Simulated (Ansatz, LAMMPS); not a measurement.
## Si sphere of 87 atoms, radius 0.80 nm, coherent in Ge, 5x5x5 cubic cells at the host's lattice parameter

Cell 28.80 × 28.80 × 28.80 Å, Si87Ge913, 1000 atoms. Prepared with Tersoff's 1989 multicomponent potential (SiCGe.tersoff) (LAMMPS): minimisation. 

Method: PBE, support functions at accuracy medium on the grid of 370 eV (norm-conserving potentials; Ansatz, a first-principles code).

Basis: localised support functions (accuracy medium) on a full density matrix. k-points: zone centre alone; occupations: Fermi-Dirac, 0.010 eV; spin polarisation not allowed. Spin-orbit coupling is left out.

The energy over the perfect crystal(s), per atom comes out as 6 meV/atom and the electronic character of the cell comes out as no gap resolved at this smearing. The coordination (neighbours within 2.997 Å) is 100.0 % 4-fold, the Ge-Ge bonds, mean ± spread is 2.501 ± 0.006 Å and the Ge-Si bonds, mean ± spread is 2.468 ± 0.011 Å. The Si-Si bonds, mean ± spread comes out as 2.422 ± 0.008 Å and the bond angles, mean ± spread is 109.5° ± 0.9°. The pressure comes out as -0.82 GPa and the cost of the final run is roughly 90 core-minutes, 17 SCF iterations, 21 GiB.
